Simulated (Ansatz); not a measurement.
BP (F-43m) under hydrostatic pressure: band gap by PBEsol, rigid bands (plane waves, PAW, scalar-relativistic; Ansatz, a program for electronic structure). The unloaded cell, whose axes the loads refer to:

```cif
data_B4P4
_chemical_formula_sum 'B4 P4'
_space_group_name_H-M_alt 'F-43m'
_space_group_IT_number 216
_space_group_name_Hall 'F -4 2 3'
_cell_length_a 4.52020
_cell_length_b 4.52020
_cell_length_c 4.52020
_cell_angle_alpha 90.000
_cell_angle_beta 90.000
_cell_angle_gamma 90.000
loop_
_atom_site_label
_atom_site_type_symbol
_atom_site_symmetry_multiplicity
_atom_site_Wyckoff_symbol
_atom_site_fract_x
_atom_site_fract_y
_atom_site_fract_z
_atom_site_occupancy
B1 B 4 a 0.00000 0.00000 0.00000 1
P1 P 4 d 0.75000 0.75000 0.75000 1
```
(The calculation used a cell of 2 atoms; values per cell refer to that cell.)

```tsv
hydrostatic pressure (GPa)	volume per atom (Å³)	band gap (eV)
-2	11.68	1.13
0	11.54	?
5	11.23	1.07
15	10.69	1.00
```

**Question.** Fit a straight line to band gap against the load over the rows given, and predict the row at 0 GPa.

**Answer.** The means are x̄ = 6.000 GPa and ȳ = 1.0667; Σ(x − x̄)(y − ȳ) = -1.110 and Σ(x − x̄)² = 146.0, so the slope is -7.60 meV per GPa, and the rows given lie within 4.3 meV of the line. At 0 GPa the line gives 1.11 eV; the calculation gives 1.11 eV, 0.21 % from it.

**Question.** With all rows, what volume deformation potential dE_g/d ln V follows?

**Answer.** A line through E_g against ln V has the slope 1.5 eV, so the gap narrows under compression.

Spin-orbit coupling is left out. Stresses and pressures are the targets of the relaxation. Gaps are resolved to about 0.01 eV. The structure type is held at every load. Geometry: cell and atoms relaxed with PBEsol.
